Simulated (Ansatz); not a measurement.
The parent structure is LaP in the CsCl type structure (space group Pm-3m, No. 221; a hypothetical phase, not in the database extracts checked; relaxed with 0.1 eV smearing).

```
CELL_PARAMETERS angstrom
      3.64928     0.00000     0.00000
      0.00000     3.64928     0.00000
      0.00000     0.00000     3.64928
ATOMIC_POSITIONS crystal
  La 0.00000 0.00000 0.00000
  P  0.50000 0.50000 0.50000
```

Level of theory: r2SCAN (Ansatz, a quantum-chemistry and plane-wave program), no spin-orbit coupling.

Before the change:

```
Item        Value
--------  -------
Pressure  0.0 GPa
Band gap     zero
```

One thing is altered: an isotropic linear strain of +2.59 %, atoms relaxed at fixed cell.

What happens to the energy relative to the base?

The energy rises by 33 meV/atom.

Predict the new pressure.

The pressure goes from zero to -5.1 GPa.

What does the calculation give for the band gap after the change?

The band gap is still zero.

No phonon test of stability was made. The final runs are not spin-polarised. A zero or small gap of LaP can be the functional's error rather than a property of the material.
